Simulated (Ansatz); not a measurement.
Cubic perovskite KZnF₃, treated with r²SCAN (Ansatz, an electronic-structure program, plane waves, PAW).

Numerical settings: plane-wave cutoff 600 eV, 6×6×6 k mesh, scalar-relativistic PAW data made under PBE.

Computed at the level's own relaxed cell.

Give the computed Poisson ratio, elastic constant C11, Voigt–Reuss–Hill bulk modulus, polycrystal shear modulus (Hill average), elastic constant C12 and elastic constant C44.


- Poisson ratio = 0.296
- elastic constant C11 = 145 GPa
- Voigt–Reuss–Hill bulk modulus = 84.7 GPa
- polycrystal shear modulus (Hill average) = 39.9 GPa
- elastic constant C12 = 54.8 GPa
- elastic constant C44 = 36.9 GPa

Measured, for comparison: elastic constant C11 134 ± 1 GPa, elastic constant C12 52.7 ± 0.5 GPa, elastic constant C44 38.1 GPa (temperature not stated, no zero-point or thermal correction; as tabulated in Vaitheeswaran et al. (2016), arXiv:1609.00541). Computed (rounded) less measured: elastic constant C11 +8 %, elastic constant C12 +4 %, elastic constant C44 -3 %. A static lattice is as a rule a little smaller and stiffer than an uncorrected measurement, which narrows the difference in the elastic constant C11, elastic constant C12 and would widen misses of the other sign.

Elastic constants are with the ions relaxed.

Computed values are for the static lattice.

It cost roughly 2.9 core-minutes of CPU time.
